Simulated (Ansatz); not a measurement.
Input and output of a self-consistent single point for LaBi₃ (P4mm, 4 atoms in the cell) (Ansatz, a program for electronic structure).

Method: PBEsol, default PAW files made with PBE (plane waves; Ansatz).

```yaml
crystal:
  lattice:
    - [4.99672, 0.00000, 0.00000]
    - [0.00000, 4.99672, 0.00000]
    - [0.00000, 0.00000, 4.99672]
  atoms:
    - { symbol: La, position: [0.00000, 0.00000, 0.01001] }
    - { symbol: Bi, position: [0.50000, 0.00000, 0.50000] }
    - { symbol: Bi, position: [0.00000, 0.50000, 0.50000] }
    - { symbol: Bi, position: [0.50000, 0.50000, 0.00000] }
```

Reference input (self-consistent single point, DFT, PBEsol, plane waves, default PAW files made with PBE): basis.ecutwfc = 30.9 Ry; kpoints.mp_grid.grid = 5 5 5; hamiltonian.xc = pbesol; hamiltonian.pseudopotentials = {kind: paw} (the program's default PAW files); scf.occupations.method = gaussian; scf.occupations.width = 0.0073 Ry. This run's input differs from it in these lines:

Ansatz 0.2 input:
```diff
@@ -12,3 +12,3 @@
 basis:
-  ecutwfc: 30.9 Ry
+  ecutwfc: 54.0 Ry
 kpoints:
```

Output (repeated stretches shortened):

```
SCF iter   1: F=—  HF=-42889.709831 eV  |F-HF|=—  |Δ(HF+E_count)|=         —  Δρ=2.45e-3  dr2=7.81e-3  ethr=1.77e-3  ⟨swp⟩=5.9  Hψ=2591  notcnv=0
all-band conjugate gradients solve this SCF's bands
preconditioner: auto → Kerker (q_TF=auto, 2.387 Å⁻¹)
SCF iter   2: F=—  HF=-42889.708570 eV  |F-HF|=—  |Δ(HF+E_count)|=   1.26e-3  Δρ=1.45e-3  dr2=3.26e-3  ethr=1.39e-5  ⟨swp⟩=2.0  Hψ=1237  notcnv=0  defer=2
   [... lines left out ...]
SCF iter   4: F=—  HF=-42889.708073 eV  |F-HF|=—  |Δ(HF+E_count)|=   1.23e-5  Δρ=1.06e-4  dr2=1.58e-5  ethr=2.88e-7  ⟨swp⟩=2.1  Hψ=1092  notcnv=0  defer=2
SCF iter   5: F=—  HF=-42889.708041 eV  |F-HF|=—  |Δ(HF+E_count)|=   3.25e-5  Δρ=3.27e-5  dr2=1.64e-6  ethr=2.82e-8  ⟨swp⟩=2.2  Hψ=1122  notcnv=0  defer=2
SCF iter   6: F=—  HF=-42889.708041 eV  |F-HF|=—  |Δ(HF+E_count)|=   4.17e-7  Δρ=9.75e-6  dr2=2.05e-7  ethr=2.92e-9  ⟨swp⟩=2.2  Hψ=1079  notcnv=0  defer=2
SCF iter   7: F=-42889.708040 eV  HF=-42889.708040 eV  |F-HF|=4.47e-9  |Δ(HF+E_count)|=   2.83e-8  Δρ=3.47e-6  dr2=1.41e-8  ethr=1.79e-10  ⟨swp⟩=10.2  Hψ=3162  notcnv=0
SCF 1 converged in 7 iterations: F = -42889.708040 eV  dr2 = 1.41e-8
Free energy (F): -42889.708040 eV
Internal energy: -42889.686527 eV  (E = F + TS)
E sigma→0 (E₀):  -42889.697284 eV
Entropy (-TS):   -0.021514 eV (-5.378 meV/atom)
Fermi energy:    12.108745 eV
--- Forces (eV/Å), atoms counted from 1 ---
  atom   1  La    -0.00000000     0.00000000    -0.17272771
  atom   2  Bi    -0.00000000     0.00000000     0.08026346
  atom   3  Bi     0.00000000     0.00000000     0.08026346
  atom   4  Bi    -0.00000000     0.00000000     0.01221031
--- Stress (GPa, compression-positive) ---
       -1.917046       0.000000       0.000000
        0.000000      -1.917046       0.000000
        0.000000       0.000000      -1.926501
  P = ⅓ Tr σ = -1.9202 GPa (-19.202 kbar)
  The stress holds the Pulay correction. Without it, at fixed plane waves, as pw.x and ABINIT print it: P = -1.9210 GPa
```

The run converged in 7 iterations. Against the reference run the free energy drops by 1.1 meV/atom, the pressure stays at -1.92 GPa and the largest force stays at 0.173 eV/Å.

The starting cell comes from a database of computed structures (which also holds hypothetical and non-ambient phases and stackings), without a prior relaxation at this level. Its lattice was rescaled by up to half a per cent. One atom was moved a little off its site on purpose. Ansatz's pressure includes its estimate of the finite-basis (Pulay) stress.
